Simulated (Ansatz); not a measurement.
The starting structures come from a database of crystals and need not be the phases stable at ambient conditions.

Here is the system:

```
CELL_PARAMETERS angstrom
      3.20795     0.00000     0.00000
      0.00000     4.19275     0.00000
      0.10395     2.09638     4.81952
ATOMIC_POSITIONS crystal
  Li 0.49281 0.34331 0.31338
  Li 0.50719 0.65669 0.68662
  Hf 0.00000 0.00000 0.00000
  O  0.50933 0.14024 0.71952
  O  0.49067 0.85976 0.28048
  O  0.00000 0.50000 0.00000
```

Space group of this cell: C2/m. The cell is taken as given; by r2SCAN its mean pressure is -2.9 GPa.

Transport runs along the normal of the first two printed cell vectors.

The gap is the functional's own, uncorrected, and κ follows it; spin-orbit coupling is left out. Mid-gap values are interpolated between the computed energies.

Estimate the band gap and the smallest decay constant κ at mid-gap that r2SCAN run with Ansatz (an electronic-structure program) returns for this system.

Gap 4.62 eV on a 10×8×8 mesh; κ = 0.446 1/Å, at the zone centre.
